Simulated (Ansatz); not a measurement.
Base system: AlN in the wurtzite structure (space group P6_3mc, No. 186; a = 3.130 Å, c = 5.018 Å).

Modification: an isotropic linear strain of −0.60 %, atoms relaxed at fixed cell.

Computed with PBE (Ansatz, a program for electronic structure, PAW, no SOC).

Base, band edges from the VBM (valence, conduction): K -2.34, 5.05; H -0.79, 7.35; M -0.68, 5.76; L -1.34, 5.25; A -0.53, 6.31; Γ 0.00, 4.03 eV.

### Question
Give the band edges at the high-symmetry points of the new zone, measured from its valence-band maximum.

### Answer
```tsv
point	valence edge (eV)	conduction edge (eV)
Γ	0.00	4.19
M	-0.69	5.80
K	-2.37	5.06
A	-0.54	6.46
L	-1.36	5.31
H	-0.79	7.41
```

The gap is 4.19 eV, direct at Γ.

No phonon test of stability was made.
